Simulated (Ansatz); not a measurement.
**MgO (model structure, started from the BeO type, P4₂/mnm, No. 136, 8 atoms in the cell): properties by level of theory**

```tsv
level (code)	lattice parameter a (Å)	c axis length (Å)	cohesive energy (eV/atom)
LDA (Ansatz)	5.437	3.240	5.67
PBE (Ansatz)	5.564	[?]	4.91
PBEsol (Ansatz)	5.510	3.276	[?]
PBE-D3(BJ) (Ansatz)	5.498	[?]	5.12
r²SCAN+rVV10 (Ansatz)	[?]	3.265	5.20
```

**Question.** What belongs in the gaps?

**Answer.** 
- PBE (Ansatz, an electronic-structure program), c axis length (Å): 3.293
- PBEsol (Ansatz), cohesive energy (eV/atom): 5.18
- PBE-D3(BJ) (Ansatz), c axis length (Å): 3.283
- r²SCAN+rVV10 (Ansatz), lattice parameter a (Å): 5.482

Ansatz's density-functional and Hartree–Fock values are scalar-relativistic unless marked +SOC, with PAW data made under PBE.

Free atoms are spin-polarised, in the lowest state found; at levels without +SOC their spin–orbit coupling is left out.

Computed values are for the static lattice.

A model structure was made by putting elements into a prototype or built by hand; it is no filed structure, need not be a known phase, and can be a saddle point held by its symmetry.
